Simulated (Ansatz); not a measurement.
K$_{3}$SiF$_{7}$ (P4/mbm), PBEsol, rigid bands (Ansatz, a program for electronic structure). Band gap 6.17 eV, N_c = 1.05e19 cm⁻³ and N_v = 3.80e21 cm⁻³ at 300 K, conductivity masses along x (a = (7.67, 0.00, 0.00) Å; b = (0.00, 7.67, 0.00) Å; c = (0.00, 0.00, 5.52) Å) of 0.550 mₑ (electrons) and 6.37 mₑ (holes). Take k_BT = 0.02585 eV.

Problem. What thermal injection velocity √(2k_BT/πm) limits a ballistic channel along the direction named?

Solution. 7.25e6 cm/s for electrons and 2.13e6 cm/s for holes, a ratio of √(m_h/m_e) = 3.40, for dilute carriers.

Problem. A film of it is 3 nm thick, with its normal along the direction named. Estimate the confinement energies in an infinite well.

Solution. ħ²π²/(2m t²) = 0.376 eV·nm²/(m/mₑ × t²) gives 76.0 meV for electrons and 6.56 meV for holes, so the gap would widen to about 6.25 eV. Finite barriers and nonparabolic bands lower this, and with several valleys or bands the heaviest mass along the normal sets the lowest level, not this average.

Problem. Find the intrinsic carrier density and the intrinsic Fermi level.

Solution. n_i = √(N_c N_v) exp(−E_g/2k_BT) = 2.00e20 × exp(−119.33) = 3.0e-32 cm⁻³. The level lies (k_BT/2) ln(N_v/N_c) = 76 meV from mid-gap (positive towards the conduction band). Each 0.1 eV added to the gap lowers n_i by a factor of 6.9.

Rigid bands with the computed gap; masses take one relaxation time for all states. Spin-orbit coupling is left out; where it splits the top of the valence band, N_v and the p-type Seebeck coefficient come out somewhat high without it.

Computed structure with no diffraction record at hand here (it may be known, metastable or hypothetical): K3SiF7 (P4/mbm).
